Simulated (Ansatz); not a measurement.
```yaml
crystal:
  lattice:
    - [0.00000, 4.27443, 4.27443]
    - [4.29325, -0.01882, 4.29325]
    - [4.27443, 4.27443, 0.00000]
  atoms:
    - { symbol: Ti, position: [0.99061, 0.02818, 0.99061] }
    - { symbol: Ti, position: [0.99061, 0.02818, 0.49061] }
    - { symbol: Ti, position: [0.00939, 0.47182, 0.00939] }
    - { symbol: Ti, position: [0.00939, 0.47182, 0.50939] }
    - { symbol: Ti, position: [0.49061, 0.02818, 0.99061] }
    - { symbol: Ti, position: [0.49061, 0.02818, 0.49061] }
    - { symbol: Ti, position: [0.50939, 0.47182, 0.00939] }
    - { symbol: Ti, position: [0.50939, 0.47182, 0.50939] }
    - { symbol: N, position: [0.25000, 0.25000, 0.25000] }
    - { symbol: N, position: [0.25000, 0.25000, 0.75000] }
    - { symbol: O, position: [0.25000, 0.75000, 0.25000] }
    - { symbol: O, position: [0.25000, 0.75000, 0.75000] }
    - { symbol: N, position: [0.75000, 0.25000, 0.25000] }
    - { symbol: N, position: [0.75000, 0.25000, 0.75000] }
    - { symbol: O, position: [0.75000, 0.75000, 0.25000] }
    - { symbol: O, position: [0.75000, 0.75000, 0.75000] }
```

Calculation: PBE (plane waves to 420 eV, PAW; Ansatz, a program for electronic structure). Spin–orbit coupling is left out; the runs are not spin-polarised. Its k-point mesh 5×5×5, Fermi–Dirac width 0.05 eV.

Question: Give the composition and order of this alloy cell, and its volume and bond lengths.

Answer: A 16-atom cell of Ti(N,O) started in the rock salt structure, site fractions N 0.500, O 0.500, short-range order 0.00 among the nearest mixed sites of the first mixed sublattice (0 is random, a negative value favours unlike neighbours), space group R-3m at the end, an ordered arrangement that its symmetry holds.
```
Quantity                                                                                         Value
--------------------------------------------------------  --------------------------------------------
volume per atom                                                                                9.83 Å³
N–Ti bonds (within 1.22 times the sum of covalent radii)  2.064 Å on average, from 2.064 to 2.064 (24)
O–Ti bonds (within 1.22 times the sum of covalent radii)  2.226 Å on average, from 2.226 to 2.226 (24)
```
